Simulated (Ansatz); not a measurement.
The parent structure is CoPtO2 (space group R-3m, No. 166; a = 2.854 Å, c = 17.904 Å (hexagonal axes); non-magnetic).

Method: PBE (Ansatz, a first-principles code; PAW; 420 eV plane waves; no spin-orbit coupling).

One change was made to it. Results:

| quantity | base | after |
|---|---|---|
| density | 11.28 g/cm³ | 11.52 g/cm³ |
| c/a ratio | 6.274 | 6.305 |

**Question.** Which change produced these results?
(A) pressure 0.3 GPa
(B) pressure −1 GPa
(C) pressure 1.5 GPa
(D) pressure 5 GPa
(E) pressure 10 GPa

**Answer.** D, pressure 5 GPa. For comparison, the density in the other runs: pressure 10 GPa gives 11.75 g/cm³; pressure −1 GPa gives 11.23 g/cm³; pressure 1.5 GPa gives 11.36 g/cm³; pressure 0.3 GPa gives 11.30 g/cm³.

Load acts through the strain it causes; cell and atoms are relaxed under it. No phonon test of stability was made. Competing high-pressure phases were not computed. Starting moments died away, wholly or in part, for the base; another magnetic solution may exist. No Hubbard U is applied and the magnetic state is the run's own (CoPtO2 not spin-polarised; CoPtO2 non-magnetic); small cells can't hold the antiferromagnetic order that many such compounds have, so gaps and moments can be off. All final runs are without spin polarisation. An odd electron count without spin: CoPtO2.
